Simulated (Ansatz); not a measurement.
Reference: MoS2 (P6_3/mmc), PBEsol+D3BJ with spin-orbit coupling, rigid bands (plane waves, PAW; Ansatz, a program for electronic structure); axes and stresses refer to this cell.

```xyz
6
Lattice="3.1090 0.0000 0.0000 -1.5545 2.6924 0.0000 0.0000 0.0000 11.7080" Properties=species:S:1:pos:R:3 pbc="T T T"
Mo     1.5545     0.8975     2.9270
Mo     0.0000     1.7950     8.7810
S      1.5545     0.8975     7.2178
S      0.0000     1.7950     4.4903
S      0.0000     1.7950     1.3638
S      1.5545     0.8975    10.3443
```

* **Seebeck coefficient, n-type 1e19 cm⁻³**: -364 μV/K
* **band gap**: 0.52 eV
* **Seebeck coefficient, p-type 1e19 cm⁻³**: 247 μV/K

Q: Change: hydrostatic pressure -2 GPa. What happens to Seebeck coefficient, n-type 1e19 cm⁻³, band gap, Seebeck coefficient, p-type 1e19 cm⁻³?

A: Seebeck coefficient, n-type 1e19 cm⁻³ moves little, to -373 μV/K; band gap goes up to 0.68 eV; Seebeck coefficient, p-type 1e19 cm⁻³ goes up to 257 μV/K.

Q: Change: hydrostatic pressure 2 GPa. What happens to Seebeck coefficient, n-type 1e19 cm⁻³, band gap, Seebeck coefficient, p-type 1e19 cm⁻³?

A: Seebeck coefficient, n-type 1e19 cm⁻³ moves little, to -357 μV/K; band gap drops to 0.40 eV; Seebeck coefficient, p-type 1e19 cm⁻³ moves little, to 242 μV/K.

Seebeck coefficients are for the stated density at 300 K, with one relaxation time for all states and whether or not that doping can be reached. Stresses and pressures are the targets of the relaxation.  The structure type is held under load, also where the real crystal would transform.

PBEsol with a dispersion correction tends to overbind, so the cell can be several per cent short, in bad cases over ten, which usually narrows a gap: MoS2 (P6_3/mmc).
